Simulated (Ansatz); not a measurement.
Results of LDA (plane waves, PAW; Ansatz, a first-principles code) for CaFeSi₂O₆ (C2/c, No. 15).

Numerical settings: plane-wave cutoff 500 eV, 6×6×8 k mesh (along the axes of the cell as run), Fermi–Dirac smearing 0.05 eV, spin-polarised with parallel moments, scalar-relativistic PAW data made under PBE.

Computed at the level's own relaxed cell.

Task: Predict the equilibrium volume per atom and band gap.

Result: 
- equilibrium volume per atom = 10.61 Å³/atom
- band gap = 0.05 eV (under three smearing widths, so not firm)

Note: the magnetic order was assumed, not searched for or taken from measurement; the relaxation could not lower the start's symmetry, so the cell can be a saddle point above a distorted one; a magnet's gap depends somewhat on the PAW data; the volume lies 6 % below that of the published cell.

Static lattice: no zero-point or thermal effects.
